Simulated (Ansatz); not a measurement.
Functionals compared on a constructed model of the (0001) surface of hcp Os, a pseudomorphic layer of Nb in the host's stacking (bottom of the slab: a bare face, its two planes held), in Ansatz (plane waves, PAW). The structure was relaxed with PBE; the other rows are single points on it. Cutoff 420 eV (500 eV for r2SCAN).

Model: 7-atom slab, 13.6 Å thick at the start, 16x16x1 mesh, Fermi-Dirac 0.1 eV, dipole correction, 2 atoms held, the rest relaxed; start symmetry kept, larger cells not searched; no spin, no spin-orbit, no U. It is one candidate, not shown to be the stable structure of the face. These notes are the PBE run's.

```tsv
functional	work function of the top face (eV)	rough cost of the single point
PBE	4.95	–
RPBE	[?]	about 40 core-seconds (a rough figure)
r2SCAN	5.06	about 70 core-seconds (a rough figure)
```

Some entries are withheld; supply them.


- RPBE, work function of the top face (eV): 4.81

Ansatz is an electronic-structure program.
